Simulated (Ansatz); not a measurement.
The starting structures come from a database of crystals and need not be the phases stable at ambient conditions.

By PBEsol, the system below comes out a metal.

Without scattering a metal conducts by its projected Fermi surface.

```yaml
crystal:
  lattice:
    - [4.77941, 0.00000, 0.00000]
    - [0.00000, 5.25685, 0.00000]
    - [0.00000, -2.62842, 4.55257]
  atoms:
    - { symbol: W, position: [0.75210, 0.66797, 0.66797] }
    - { symbol: W, position: [0.24790, 0.33203, 0.33203] }
    - { symbol: W, position: [0.75210, 0.00000, 0.33203] }
    - { symbol: W, position: [0.24790, 0.00000, 0.66797] }
    - { symbol: W, position: [0.75210, 0.33203, 0.00000] }
    - { symbol: W, position: [0.24790, 0.66797, 0.00000] }
    - { symbol: C, position: [0.00000, 0.00000, 0.00000] }
    - { symbol: C, position: [0.50000, 0.33333, 0.66667] }
    - { symbol: C, position: [0.50000, 0.66667, 0.33333] }
```

Space group of this cell: P-31m. The cell is taken as given; by PBEsol its mean pressure is -10.2 GPa.

The current flows along the normal of the first two printed cell vectors, the (100) plane of the conventional cell. No spin-orbit coupling; the value is a mean over 0.1 eV about the Fermi level.

Question: Estimate the ballistic conductance per area that PBEsol (Ansatz, a program for electronic structure) returns for this system.

Answer: 0.78 × 10¹⁵ S/m² for both spins.
